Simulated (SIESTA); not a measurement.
A self-consistent single point of V (Im-3m, 1 atom in the cell) with SIESTA.

Method: GGA PBE, numerical atomic orbitals DZP, PseudoDojo PBE standard norm-conserving potentials (rewritten from UPF to PSML) run with SIESTA.

```
CELL_PARAMETERS angstrom
     -1.50743     1.50743     1.50743
      1.50743    -1.50743     1.50743
      1.50743     1.50743    -1.50743
ATOMIC_POSITIONS crystal
  V  0.00000 0.00000 0.00000
```

Reference input (self-consistent single point, DFT, GGA PBE, numerical atomic orbitals DZP, PseudoDojo PBE standard norm-conserving potentials (rewritten from UPF to PSML)): XC.functional = GGA; XC.authors = PBE; potentials = PseudoDojo PBE standard; PAO.BasisSize = DZP; PAO.EnergyShift = 0.01 Ry; MeshCutoff = 300 Ry; kgrid.MonkhorstPack = 8 8 8; OccupationFunction = MP; OccupationMPOrder = 0; ElectronicTemperature = 1160.45 K; MaxSCFIterations = 150; SCF.Mixer.Method = Pulay. This run's input differs from it in these lines:

```diff
@@ -26,5 +26,5 @@
 %block kgrid.MonkhorstPack
-    8   0   0  0.0
-    0   8   0  0.0
-    0   0   8  0.0
+   13   0   0  0.0
+    0  13   0  0.0
+    0   0  13  0.0
 %endblock kgrid.MonkhorstPack
@@ -32,3 +32,3 @@
 OccupationMPOrder            0
-ElectronicTemperature        1160.45 K
+ElectronicTemperature        11604.52 K
```

The program printed (abridged):

```
        iscf     Eharris(eV)        E_KS(eV)     FreeEng(eV)     dDmax    Ef(eV) dHmax(eV)
   scf:    1    -1993.845166    -2005.883094    -2006.454954  1.319368 -4.950371  7.539140
   scf:    2    -2007.090388    -2006.511541    -2007.111023  0.051643 -5.271241  5.796165
   scf:    3    -2007.643191    -2007.385229    -2008.067368  0.160965 -6.398865  0.209650
   scf:    4    -2007.395949    -2007.391667    -2008.068993  0.008045 -6.333254  0.135086
   scf:    5    -2007.390922    -2007.391330    -2008.069352  0.011302 -6.356603  0.038875
   scf:    6    -2007.391615    -2007.391474    -2008.069318  0.000302 -6.354174  0.051403
   scf:    7    -2007.391076    -2007.391278    -2008.069361  0.000493 -6.358975  0.032446
   scf:    8    -2007.390370    -2007.390834    -2008.069393  0.000804 -6.365820  0.001539
   scf:    9    -2007.390877    -2007.390856    -2008.069393  0.000036 -6.365504  0.000004
   scf:   10    -2007.390856    -2007.390856    -2008.069393  0.000001 -6.365500  0.000004
SCF Convergence by DM+H criterion
max |DM_out - DM_in|         :     0.0000005623
max |H_out - H_in|      (eV) :     0.0000040910
SCF cycle converged after 10 iterations

Using DM_out to compute the final energy and forces

siesta: E_KS(eV) =            -2007.3909

siesta: E_KS - E_eggbox =     -2007.3909

siesta: Atomic forces (eV/Ang):
     1   -0.000000   -0.000000   -0.000000
   Tot   -0.000000   -0.000000   -0.000000
   Max    0.000000
   Res    0.000000    sqrt( Sum f_i^2 / 3N )
   Max    0.000000    constrained

Stress tensor Voigt[x,y,z,yz,xz,xy] (kbar):       24.45       24.45       24.45        0.34        0.34        0.34
(Free)E + p*V (eV/cell)    -2008.2785
Target enthalpy (eV/cell)    -2008.0694

siesta: Program's energy decomposition (eV):
siesta: FreeEng =     -2008.069393

siesta: Stress tensor (static) (eV/Ang**3):
   [... lines left out ...]
siesta: Cell volume =         13.701469 Ang**3
siesta:         -24.45099221        -24.45099221  kBar
   [... lines left out ...]
               3dz2    3dxz    3dx2-y2
   1 13.000   1.899   0.316   0.132   1.987   1.987   1.987   0.347   0.347
              0.347   0.899   0.899   0.725   0.899   0.725  -0.099  -0.099

             -0.098  -0.099  -0.098

mulliken: Qtot =       13.000

Mulliken Atomic Populations:
Atom #   charge [q] valence [e]  Species
     1    -0.000000   13.000000  V
 Total    -0.000000
```

The run converged in 10 iterations. Against the reference run the free energy drops by 360 meV/atom and the pressure goes from -8.24 to -2.45 GPa.

The starting cell has typed, rounded lattice constants, without a prior relaxation at this level. Its lattice was rescaled by up to half a per cent. Spin polarisation is off. Values carry the incompleteness of an atom-centred basis.

Cost on one core of a shared machine: roughly 40 s.
